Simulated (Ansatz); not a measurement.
An Ansatz (an electronic-structure program) run: ZnGeP2 with a change (pressure −1 GPa); Kohn–Sham DFT with the PBE functional, run in Ansatz with PAW and 420 eV plane waves, no SOC.

Input:

Ansatz 0.2 input:
```yaml
crystal:
  lattice:
    - [-2.7499468897, 2.7499468897, 5.4223699771]
    - [2.7499468897, -2.7499468897, 5.4223699771]
    - [2.7499468897, 2.7499468897, -5.4223699771]
  atoms:
    - { symbol: Zn, position: [0, 0, 0] }
    - { symbol: Zn, position: [0.75, 0.25, 0.5] }
    - { symbol: Ge, position: [0.5, 0.5, 0] }
    - { symbol: Ge, position: [0.25, 0.75, 0.5] }
    - { symbol: P, position: [0.875, 0.8716201382, 0.4966201382] }
    - { symbol: P, position: [0.1283798618, 0.625, 0.0033798618] }
    - { symbol: P, position: [0.375, 0.3783798618, 0.5033798618] }
    - { symbol: P, position: [0.6216201382, 0.125, 0.9966201382] }
basis: { ecutwfc: 420, ecutrho_ratio: 4, xc_grid: 2, fft_grid_basis: typed }
kpoints: { mp_grid: { grid: [9, 9, 9] } }
hamiltonian:
  xc: pbe
  dispersion: none
  pseudopotentials: { kind: paw }
scf: { occupations: { method: fermi_dirac, width: 0.05 } }
relax: { f_tol: 0.01, max_steps: 60, cell: { stress_tol: 0.02, p_target: -1.0 } }
output: { forces: true, stress: true }
checkpoint: { write: state.ck, write_every: 1000 }
```

Output (explanatory and most iteration lines left out):

```
Relaxation: its limit of steps is 60 (relax.max_steps)
Pseudopotential: Zn, paw, valence charge 12
Pseudopotential: Ge, paw, valence charge 14
Pseudopotential: P, paw, valence charge 5
Crystal: 8 atoms, lattice volume = 164.020 Å³
Basis set: ecut = 420 eV, 3203 PW (Γ), exchange–correlation on 90×90×90 points (8 copies of the dense FFT grid, shifted against one another)
Bands: 44, of which v1, the nominal top of the filled ones, is band 36 counted from 1 (35 counted from 0)
Symmetry: 8 space group operations
Space group: I-42d (ITA 122), of the structure as read, at distance tolerance 5.5e-5 Å
k-points: 75 of 729 (time reversal used)
Functional: x = pbe(κ = 0.804, μ = 0.2195149727645171), c = pbe(β = 0.06672455060314922)
SCF iter   1: F=—  HF=-18252.598981 eV  |F-HF|=—  |Δ(HF+E_count)|=         —  Δρ=6.56e-4  dr2=4.56e-4  ethr=1.77e-3  ⟨swp⟩=8.6  Hψ=15641  notcnv=0  defer=7
SCF iter   2: F=—  HF=-18252.596003 eV  |F-HF|=—  |Δ(HF+E_count)|=   2.98e-3  Δρ=4.11e-4  dr2=1.67e-4  ethr=6.33e-7  ⟨swp⟩=3.0  Hψ=7416  notcnv=0  defer=67
SCF 1 converged in 7 iterations: F = -18252.596124 eV  dr2 = 1.07e-8
relax step   1: F+E_penalty+E_count = -18252.59612371 eV  Δ(F+E_penalty+E_count) = +0.000e0 eV  max|allowed force component| = 6.437e-4 eV/Å  Δτ_max = 0.0000 Å  P = +0.002 GPa  Ω = 164.020 Å³  (7 SCF iters, dr2 threshold 1.00e-7 eV, accepted)
[... steps on the carried basis left out ...]
relax step   4: F+E_penalty+E_count = -18252.58903160 eV  Δ(F+E_penalty+E_count) = -6.406e-4 eV  max|allowed force component| = 2.031e-3 eV/Å  Δτ_max = 0.0000 Å  P = -0.989 GPa  Ω = 166.291 Å³  stress off target by 1.17e-2 GPa  SCF on the basis re-selected at this cell (its energy is not comparable with the rows above)  (8 SCF iters)
SCF converged after 8 iterations
Free energy (F): -18252.589032 eV
Internal energy: -18252.589031 eV  (E = F + TS)
E sigma→0 (E₀):  -18252.589031 eV
Entropy (-TS):   -0.000000 eV (-0.000 meV/atom)
Fermi energy:    7.407001 eV
--- Forces (eV/Å), atoms counted from 1 ---
  atom   1  Zn     0.00000000    -0.00000000    -0.00000000
  atom   2  Zn     0.00000000    -0.00000000    -0.00000000
  atom   3  Ge     0.00000000    -0.00000000    -0.00000000
  atom   4  Ge     0.00000000    -0.00000000    -0.00000000
  atom   5  P     -0.00203131    -0.00000000     0.00000000
  atom   6  P     -0.00000000     0.00203131    -0.00000000
  atom   7  P      0.00203131     0.00000000     0.00000000
  atom   8  P     -0.00000000    -0.00203131     0.00000000
--- Stress (GPa, compression-positive) ---
       -0.988269       0.000000      -0.000000
        0.000000      -0.988269       0.000000
       -0.000000       0.000000      -0.991326
  P = ⅓ Tr σ = -0.9893 GPa (-9.893 kbar)
--- Relaxed structure (3 steps of the walk, 3 accepted, 1 SCFs on fresh bases) ---
  cell:  # Å, volume = 166.2910 Å³
    - [-2.762587732222392, 2.762587732222392, 5.447240089206312]
    - [2.762587732222392, -2.762587732222392, 5.447240089206312]
    - [2.762587732222392, 2.762587732222392, -5.447240089206312]
  atoms:
    - { symbol: Zn, position: [-4.928286872313991e-21, 4.9282868723138045e-21, -2.1365785320545898e-34] }
    - { symbol: Zn, position: [0.7499999999999999, 0.25000000000000006, 0.49999999999999994] }
    - { symbol: Ge, position: [0.5, 0.5, -3.987276837989199e-34] }
    - { symbol: Ge, position: [0.25000000000000006, 0.7499999999999999, 0.49999999999999994] }
    - { symbol: P, position: [0.875, 0.8713158371327535, 0.4963158371327536] }
    - { symbol: P, position: [0.12868416286724635, 0.625, 0.003684162867246349] }
    - { symbol: P, position: [0.3749999999999999, 0.37868416286724627, 0.5036841628672463] }
    - { symbol: P, position: [0.6213158371327537, 0.12500000000000006, 0.9963158371327536] }
```

Load acts through the strain it causes; cell and atoms are relaxed under it. No phonon test of stability was made. The cell was made from ZnGeP$_{2}$ in the chalcopyrite structure (space group I-42d, No. 122) by this change: pressure −1 GPa.
